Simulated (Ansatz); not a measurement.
Base system: Li in the bcc (W type) structure (space group Im-3m, No. 229; a = 3.4343 Å).

Method: Kohn–Sham DFT with the PBEsol functional, run in Ansatz (an electronic-structure program) with PAW and 420 eV plane waves, no spin-orbit coupling.

For the base:

```
Quantity            Value
---------------  --------
Volume per atom  20.25 Å³
```

It is then changed as follows: full substitution Li → Yb; the structure is relaxed again.

### Question
What happens to the volume per atom?

### Answer
The volume per atom increases by 11.48 Å³ (20.25 Å³ → 31.73 Å³).

The state of the 4f shell was not checked for lower solutions. No phonon test of stability was made. For Yb in this form, whether it has been made was not checked. Seeded moments were not kept for Li → Yb. The final runs are not spin-polarised. This is not the structure that Yb has at room temperature and ambient pressure.
